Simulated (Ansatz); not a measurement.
**HfS2, response to strain**

Base system: HfS$_{2}$ in the CdI2 type structure (space group P-3m1, No. 164; a = 3.606 Å, c = 5.768 Å; layered, stacked along the Cartesian z axis). Axes: x lies along a and z along c of the hexagonal cell.

Strains are applied to the cell and any free atomic positions relax; under biaxial strain the out-of-plane vector relaxes too.

All numbers come from Kohn–Sham DFT with the PBE-D3(BJ) functional, run in Ansatz (a first-principles code) with PAW and 420 eV plane waves, no spin-orbit coupling.

Candidates:
(a) biaxial strain −2.50 %, plane normal [001], relaxed out of plane
(b) biaxial strain +2.00 %, plane normal [001], relaxed out of plane
(c) biaxial strain −2.00 %, plane normal [001], relaxed out of plane
(d) biaxial strain −0.50 %, plane normal [001], relaxed out of plane
(e) biaxial strain −3.00 %, plane normal [001], relaxed out of plane

**Question.** Order them by out-of-plane strain, highest first.

**Answer.** (e) biaxial strain −3.00 %, plane normal [001], relaxed out of plane (+0.99 %), (a) biaxial strain −2.50 %, plane normal [001], relaxed out of plane (+0.84 %), (c) biaxial strain −2.00 %, plane normal [001], relaxed out of plane (+0.69 %), (d) biaxial strain −0.50 %, plane normal [001], relaxed out of plane (+0.18 %), (b) biaxial strain +2.00 %, plane normal [001], relaxed out of plane (-0.79 %)

Stability against distortions was not tested.
